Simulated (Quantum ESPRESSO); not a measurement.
Quantum ESPRESSO run on La₃Ga (Pm-3m, 4 atoms in the cell): self-consistent single point.

Level of theory: PBEsol, GBRV 1.5 ultrasoft (PBESOL) pseudopotentials (plane waves; Quantum ESPRESSO).

The change in words: lattice scaled by 0.98. Reference geometry:
```
CELL_PARAMETERS angstrom
      4.93068     0.00000     0.00000
      0.00000     4.93068     0.00000
      0.00000     0.00000     4.93068
ATOMIC_POSITIONS crystal
  La 0.00000 0.50000 0.50000
  La 0.50000 0.00000 0.50000
  La 0.50000 0.50000 0.00000
  Ga 0.00000 0.00000 0.00000
```

Reference input (self-consistent single point, DFT, PBEsol, plane waves, GBRV 1.5 ultrasoft (PBESOL) pseudopotentials): ecutwfc = 50 Ry; ecutrho = 250 Ry; occupations = smearing; smearing = gauss; degauss = 0.019992 Ry; potentials = {La: la_pbesol_v1.uspp.F.UPF, Ga: ga_pbesol_v1.4.uspp.F.UPF}; K_POINTS = automatic 5 5 5 0 0 0; conv_thr = 1e-11 Ry. This run's input differs from it in these lines:

```diff
@@ -32,5 +32,5 @@
 CELL_PARAMETERS {angstrom}
-   4.9306800000     0.0000000000     0.0000000000
-   0.0000000000     4.9306800000     0.0000000000
-   0.0000000000     0.0000000000     4.9306800000
+   4.8320660000     0.0000000000     0.0000000000
+   0.0000000000     4.8320660000     0.0000000000
+   0.0000000000     0.0000000000     4.8320660000
```

Log, with long lists cut:

```
     Self-consistent Calculation

     iteration #  1     ecut=    50.00 Ry     beta= 0.70

     negative rho (up, down):  1.783E-01 0.000E+00

     total energy              =    -720.94896687 Ry
     estimated scf accuracy    <       1.26253855 Ry

     iteration #  2     ecut=    50.00 Ry     beta= 0.70

     negative rho (up, down):  1.738E-01 0.000E+00

     total energy              =    -721.39624498 Ry
     estimated scf accuracy    <       1.35047276 Ry

     iteration #  3     ecut=    50.00 Ry     beta= 0.70

     negative rho (up, down):  1.665E-01 0.000E+00

     total energy              =    -721.63459518 Ry
     estimated scf accuracy    <       0.04619092 Ry

   [... 8 blocks of this kind left out ...]

     iteration # 12     ecut=    50.00 Ry     beta= 0.70

     negative rho (up, down):  1.519E-01 0.000E+00

     total energy              =    -721.65121357 Ry
     estimated scf accuracy    <          1.1E-11 Ry

     iteration # 13     ecut=    50.00 Ry     beta= 0.70

     negative rho (up, down):  1.519E-01 0.000E+00
     End of self-consistent calculation

     the Fermi energy is    12.9054 ev

!    total energy              =    -721.65121357 Ry
     estimated scf accuracy    <          7.8E-12 Ry
     smearing contrib. (-TS)   =      -0.01256903 Ry
     internal energy E=F+TS    =    -721.63864454 Ry

     convergence has been achieved in  13 iterations

     negative rho (up, down):  1.519E-01 0.000E+00

     Forces acting on atoms (cartesian axes, Ry/au):

     atom    1 type  1   force =     0.00000000    0.00000000    0.00000000
   [... zero for the other atoms too ...]

     Total force =     0.000000     Total SCF correction =     0.000000

     negative rho (up, down):  1.519E-01 0.000E+00
          total   stress  (Ry/bohr**3)                   (kbar)     P=        3.90
   0.00002650   0.00000000   0.00000000            3.90        0.00        0.00
   0.00000000   0.00002650   0.00000000            0.00        3.90        0.00
   0.00000000   0.00000000   0.00002650            0.00        0.00        3.90

   JOB DONE.
```

The run converged in 13 iterations. Against the reference run the free energy falls by 9.5 meV/atom and the pressure goes from -2.13 to 0.39 GPa.

The starting cell comes from a database of computed structures (which also holds hypothetical and non-ambient phases and stackings), without a prior relaxation at this level. For this run, on top of that: lattice scaled by 0.98.

Cost on one core of a shared machine: roughly 50 s.
